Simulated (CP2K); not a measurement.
Band structure of Ti₃Nb (Amm2, 4 atoms in the cell).

```
Ti3Nb
1.0
    9.04699     0.00000     0.00000
    0.00000     2.89642     0.00000
    0.00000     1.11543     2.67303
Ti Nb
3 1
Direct
  0.00000   0.18267   0.18267
  0.24845   0.79134   0.79134
  0.75155   0.79134   0.79134
  0.50000   0.23464   0.23464
```

Level of theory: LDA (Pade form), GPW, DZVP-MOLOPT-SR-GTH basis, GTH-PADE potentials (GTH_POTENTIALS) in CP2K 2026.2.

Settings: CUTOFF = 600 Ry; REL_CUTOFF = 40 Ry; SMEAR/METHOD = FERMI_DIRAC; ELECTRONIC_TEMPERATURE = 1160.45 K; KPOINTS/SCHEME = MONKHORST-PACK 3 10 10; GAMMA_CENTERED = T; XC_FUNCTIONAL = PADE; Ti/BASIS_SET = DZVP-MOLOPT-SR-GTH-q12; Ti/POTENTIAL = GTH-PADE-q12; Nb/BASIS_SET = DZVP-MOLOPT-SR-GTH-q13; Nb/POTENTIAL = GTH-PADE-q13; METHOD = GPW; EPS_DEFAULT = 1e-10; EXTRAPOLATION = USE_GUESS.

The starting cell comes from a database of computed structures (which also holds hypothetical and non-ambient phases and stackings), without a prior relaxation at this level. Spin polarisation is off. Values carry the incompleteness of an atom-centred basis.

Levels in eV from the Fermi level, bands 21 to 26:
| point | 21 | 22 | 23 | 24 | 25 | 26 |
|---|---|---|---|---|---|---|
| Γ | -0.72 | 0.11 | 0.17 | 0.25 | 0.55 | 0.74 |
| X | -1.24 | -1.10 | -0.82 | -0.44 | -0.42 | -0.35 |
| S | -1.35 | -1.02 | -0.68 | -0.66 | 0.12 | 0.80 |
| R | -1.17 | -1.06 | -0.59 | -0.44 | 0.54 | 0.72 |
| A | -1.36 | -1.32 | -0.94 | -0.65 | -0.49 | -0.30 |
| Z | -0.73 | -0.08 | 0.46 | 0.64 | 0.69 | 0.77 |
| Y | -1.94 | -0.91 | -0.86 | -0.68 | 0.64 | 1.18 |
| X1 | -1.24 | -1.10 | -0.82 | -0.44 | -0.42 | -0.35 |
| A1 | -1.36 | -1.32 | -0.94 | -0.65 | -0.49 | -0.30 |
| T | -1.77 | -1.43 | -0.42 | -0.40 | -0.12 | 0.08 |

Bands cross the Fermi level along this path, so the cell is metallic at this level.

Higher empty bands are left out: an atom-centred basis made for the valence describes them poorly.
